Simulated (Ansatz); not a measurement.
A self-consistent single point of ZnS (P6_3mc, 4 atoms in the cell) with Ansatz (a first-principles code).

Method of the run: PBE (plane waves, PAW; Ansatz).

```
ZnS
1.0
    3.76203     0.00000     0.00000
   -1.88102     3.25802     0.00000
    0.00000     0.00000     6.16624
Zn S
2 2
Direct
  0.33333   0.66667   0.00014
  0.66667   0.33333   0.50014
  0.33333   0.66667   0.37486
  0.66667   0.33333   0.87486
```

Reference input (self-consistent single point, DFT, PBE, plane waves, default PAW files): kpoints.mp_grid.grid = 5 5 3; hamiltonian.xc = pbe; hamiltonian.pseudopotentials = {kind: paw} (the program's default PAW files); scf.occupations.method = fermi_dirac; scf.occupations.width = 0.0037 Ry. This run's input differs from it in these lines:

Ansatz 0.2 input:
```diff
@@ -13,3 +13,3 @@
   mp_grid:
-    grid: [5, 5, 3]
+    grid: [7, 7, 4]
 hamiltonian:
```

Output, abridged:

```
SCF iter   1: F=—  HF=-8445.376044 eV  |F-HF|=—  |Δ(HF+E_count)|=         —  Δρ=4.85e-4  dr2=1.38e-4  ethr=1.77e-3  ⟨swp⟩=5.8  Hψ=2537  notcnv=0
all-band conjugate gradients solve this SCF's bands
preconditioner: auto → Resta (q_TF=auto, 2.411 Å⁻¹)
SCF iter   2: F=—  HF=-8445.376184 eV  |F-HF|=—  |Δ(HF+E_count)|=   1.40e-4  Δρ=4.35e-4  dr2=1.07e-4  ethr=3.83e-7  ⟨swp⟩=2.6  Hψ=1244  notcnv=0
SCF iter   3: F=—  HF=-8445.376271 eV  |F-HF|=—  |Δ(HF+E_count)|=   8.69e-5  Δρ=1.17e-4  dr2=1.07e-5  ethr=2.97e-7  ⟨swp⟩=2.0  Hψ=912  notcnv=0
SCF iter   4: F=—  HF=-8445.376231 eV  |F-HF|=—  |Δ(HF+E_count)|=   4.00e-5  Δρ=7.60e-5  dr2=4.92e-6  ethr=2.98e-8  ⟨swp⟩=2.0  Hψ=960  notcnv=0
SCF iter   5: F=—  HF=-8445.376230 eV  |F-HF|=—  |Δ(HF+E_count)|=   1.06e-6  Δρ=2.77e-5  dr2=4.87e-7  ethr=1.37e-8  ⟨swp⟩=2.0  Hψ=899  notcnv=0
SCF iter   6: F=-8445.376230 eV  HF=-8445.376230 eV  |F-HF|=2.29e-9  |Δ(HF+E_count)|=   2.88e-7  Δρ=1.20e-5  dr2=8.36e-8  ethr=2.78e-10  ⟨swp⟩=2.8  Hψ=2136  notcnv=0
SCF 1 converged in 6 iterations: F = -8445.376230 eV  dr2 = 8.36e-8
Free energy (F): -8445.376230 eV
Internal energy: -8445.376230 eV  (E = F + TS)
E sigma→0 (E₀):  -8445.376230 eV
Fermi energy:    7.592126 eV
--- Forces (eV/Å), atoms counted from 1 ---
  atom   1  Zn     0.00000000    -0.00000000     0.01947080
  atom   2  Zn    -0.00000000     0.00000000     0.01947080
  atom   3  S      0.00000000    -0.00000000    -0.01949111
  atom   4  S     -0.00000000     0.00000000    -0.01949111
--- Stress (GPa, compression-positive) ---
        5.261031       0.000000       0.000000
        0.000000       5.261031       0.000000
        0.000000       0.000000       5.359317
  P = ⅓ Tr σ = 5.2938 GPa (52.938 kbar)
  The stress holds the Pulay correction. Without it, at fixed plane waves, as pw.x and ABINIT print it: P = 5.2191 GPa
```

The run converged in 6 iterations. Against the reference run the free energy goes down by 3.4 meV/atom, the pressure moves little (5.35 to 5.29 GPa), the largest force moves little (0.023 to 0.019 eV/Å) and the gap on the mesh hardly changes (2.377 to 2.379 eV).

The starting cell comes from a database of computed structures (which also holds hypothetical and non-ambient phases and stackings), without a prior relaxation at this level. Its lattice was rescaled by a random factor within 2.5 % of one. With a pressure of about 5 GPa the cell is away from its equilibrium volume at this level. Ansatz's pressure includes its estimate of the finite-basis (Pulay) stress.
